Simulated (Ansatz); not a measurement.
**PbAu2, pressure series**

Consider PbAu2 in the cubic Laves (MgCu2 type) structure (space group Fd-3m, No. 227; a = 7.9527 Å).

Cell and atoms are relaxed at each pressure.

Calculations: Ansatz (a first-principles code) PBEsol, spin-orbit coupling left out.

```json
[
 {"P (GPa)": "-2.00", "V (Å³/atom)": "21.380"},
 {"P (GPa)": "-1.00", "V (Å³/atom)": "21.162"},
 {"P (GPa)": "0.30", "V (Å³/atom)": "20.899"},
 {"P (GPa)": "0.70", "V (Å³/atom)": "20.823"},
 {"P (GPa)": "1.48", "V (Å³/atom)": "20.677"},
 {"P (GPa)": "3.00", "V (Å³/atom)": "20.414"},
 {"P (GPa)": "5.01", "V (Å³/atom)": "20.096"},
 {"P (GPa)": "7.50", "V (Å³/atom)": "19.740"},
 {"P (GPa)": "10.00", "V (Å³/atom)": "19.419"}
]
```

A third-order Birch–Murnaghan fit to these points gives V₀ = 20.96 Å³/atom, B₀ = 106 GPa and B₀′ = 5.6. At pressure 10 GPa the volume is 92.7 % of V₀.

Load acts through the strain it causes; cell and atoms are relaxed under it. Whether these cells are dynamically stable was not tested. No other phases were tried under pressure.
